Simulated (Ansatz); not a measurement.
Base system: SiC (space group P6_3mc, No. 186).

```yaml
crystal:
  lattice:
    - [3.09415, 0.00000, 0.00000]
    - [-1.54707, 2.67961, 0.00000]
    - [0.00000, 0.00000, 10.12926]
  atoms:
    - { symbol: Si, position: [0.00000, 0.00000, 0.50031] }
    - { symbol: Si, position: [0.00000, 0.00000, 0.00031] }
    - { symbol: Si, position: [0.33333, 0.66667, 0.25025] }
    - { symbol: Si, position: [0.66667, 0.33333, 0.75025] }
    - { symbol: C, position: [0.00000, 0.00000, 0.31285] }
    - { symbol: C, position: [0.00000, 0.00000, 0.81285] }
    - { symbol: C, position: [0.33333, 0.66667, 0.06221] }
    - { symbol: C, position: [0.66667, 0.33333, 0.56221] }
```

Cartesian axes are those of the cell as printed.

Method: Kohn–Sham DFT with the PBE functional, run in Ansatz (a program for electronic structure) with PAW and 420 eV plane waves, no SOC.

It is then changed as follows: uniaxial strain ε_zz = −1.50 %, all other strain components held at zero, atoms relaxed at fixed cell.

**Question.** Predict the stress tensor and what it implies for the stiffness.

**Answer.** Stress of the strained cell less that of the base (GPa, compression positive):
```
   0.85    0.00    0.00
   0.00    0.85    0.00
   0.00    0.00    8.23
```

Then −Δσ_ii/ε with ε = -0.0150 gives secant stiffness values (nonlinear terms included at this strain): C33 ≈ 549 GPa, C13 ≈ 57 GPa and C23 ≈ 57 GPa.

As a check, the harmonic strain energy −½ V₀ Δσ:ε is 4.0 meV/atom; the computed energy rise is 4.0 meV/atom.

Whether these cells are dynamically stable was not tested.
